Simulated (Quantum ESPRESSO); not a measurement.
A user runs Quantum ESPRESSO on Mg2Cu (Ibam, 6 atoms in the cell) and asks whether the run is sound. The aim is a self-consistent single point with DFT, PBEsol, plane waves, SSSP 1.1.2 efficiency (PBE) pseudopotentials.

Cell that was meant: a = 5.2894 Å, b = 5.2894 Å, c = 5.2894 Å, α = 78.66°, β = 120.62°, γ = 72.90°.

Part of the input:

```fortran
 celldm(1) = 11.877155460,
 celldm(2) = 1.06671948984,
 celldm(3) = 0.83370882338,
 nat = 5,
 ntyp = 2,
 ecutwfc = 50,
 ecutrho = 400,
```

Output, abridged:

```
     file Mg.pbe-n-kjpaw_psl.0.3.0.UPF: wavefunction(s)  3S renormalized
     G-vector sticks info
     --------------------
   [... lines left out ...]
        k(    1) = (   0.0000000   0.0000000   0.2398919), wk =   0.0320000
        k(    2) = (   0.0000000  -0.1874907   0.4797838), wk =   0.0640000
        k(    3) = (   0.0000000   0.5624721  -0.4797838), wk =   0.0640000
   [... 24 lines left out ...]

     Dense  grid:   100703 G-vectors     FFT dimensions: (  64,  64,  64)

     Smooth grid:    35577 G-vectors     FFT dimensions: (  48,  45,  48)

     Initial potential from superposition of free atoms

     starting charge      25.9963, renormalised to      27.0000
     Self-consistent Calculation

     iteration #  1     ecut=    50.00 Ry     beta= 0.70

     total energy              =    -531.86145977 Ry
     estimated scf accuracy    <       3.39545472 Ry

     iteration #  2     ecut=    50.00 Ry     beta= 0.70

     total energy              =    -533.39794014 Ry
     estimated scf accuracy    <      13.02432453 Ry

     iteration #  3     ecut=    50.00 Ry     beta= 0.70

     total energy              =    -534.23982986 Ry
     estimated scf accuracy    <       1.50319241 Ry

   [... 14 blocks of this kind left out ...]

     iteration # 18     ecut=    50.00 Ry     beta= 0.70
     c_bands:  1 eigenvalues not converged

     total energy              =    -534.37642764 Ry
     estimated scf accuracy    <          6.2E-10 Ry

     iteration # 19     ecut=    50.00 Ry     beta= 0.70
     End of self-consistent calculation

     the Fermi energy is     4.4284 ev

!    total energy              =    -534.37642764 Ry
     estimated scf accuracy    <          5.0E-12 Ry
     smearing contrib. (-TS)   =      -0.00143314 Ry
     internal energy E=F+TS    =    -534.37499450 Ry

     convergence has been achieved in  19 iterations

     Forces acting on atoms (cartesian axes, Ry/au):

     atom    1 type  1   force =    -0.00230507    0.00090597    0.00116414
     atom    2 type  1   force =     0.00230507   -0.00090597    0.00116414
     atom    3 type  1   force =    -0.00230507   -0.00090597   -0.00116414
     atom    4 type  1   force =     0.00230507    0.00090597   -0.00116414
     atom    5 type  2   force =     0.00000000    0.00000000    0.00000000

     Total force =     0.005473     Total SCF correction =     0.000000

          total   stress  (Ry/bohr**3)                   (kbar)     P=      -29.02
  -0.00024633  -0.00000000   0.00000000          -36.24       -0.00        0.00
  -0.00000000  -0.00028820  -0.00000000           -0.00      -42.40       -0.00
   0.00000000  -0.00000000  -0.00005722            0.00       -0.00       -8.42

   JOB DONE.
```

### Question
Can these results be used? Check the input.

### Answer
The run is not sound. The fault is an atom count that does not match the list of atoms. The program trusts the stated count: too many runs off the end of the list, too few can drop atoms without a word. To fix it, make the count match the list. The run converged in 19 iterations without an error; against the sound input the pressure stays near -2.90 GPa while the zz stress (positive for compression) goes from -2.82 to -0.84 GPa and the largest force goes from 0.085 to 0.070 eV/Å. The full log also holds: “Warning: card CU   -0.750000000    0.000000000   -0.750000000 ignored”.

An input that runs soundly differs in these lines (not the only fix; some lines may just follow from the change or write a value another way):
```diff
- nat = 5,
+ nat = 6,
```

With that input, the run converged in 33 iterations: free energy E − TS -12759.8573 eV; Fermi level (on the code's own zero) 6.29 eV; pressure -2.83 GPa; largest force (vector length) 0.085 eV/Å (DFT, PBEsol, plane waves, SSSP 1.1.2 efficiency (PBE) pseudopotentials).

On the sound input: the starting cell comes from a database of computed structures (which also holds hypothetical and non-ambient phases and stackings), without a prior relaxation at this level. Spin polarisation is off.
